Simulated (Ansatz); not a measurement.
Results of PBE in Ansatz (PAW) for fluorite CoSi2.

Settings: plane-wave cutoff 520 eV, 12×12×12 k mesh, Fermi–Dirac smearing 0.1 eV, perturbation theory, force constants from a 4×4×4 q mesh, no spin polarisation, scalar-relativistic PAW data made under PBE.

Computed at the level's own relaxed cell.

```
CoSi2
1.0
    0.00000     2.67994     2.67994
    2.67994     0.00000     2.67994
    2.67994     2.67994     0.00000
Co Si
1 2
Direct
  0.00000   0.00000   0.00000
  0.25000   0.25000   0.25000
  0.75000   0.75000   0.75000
```

Harmonic phonon frequencies (cm⁻¹; i marks an imaginary mode):

| q point | frequencies |
|---|---|
| Γ | 0 0 0 326 326 326 330 330 330 |

Ansatz is a quantum-chemistry and plane-wave program.
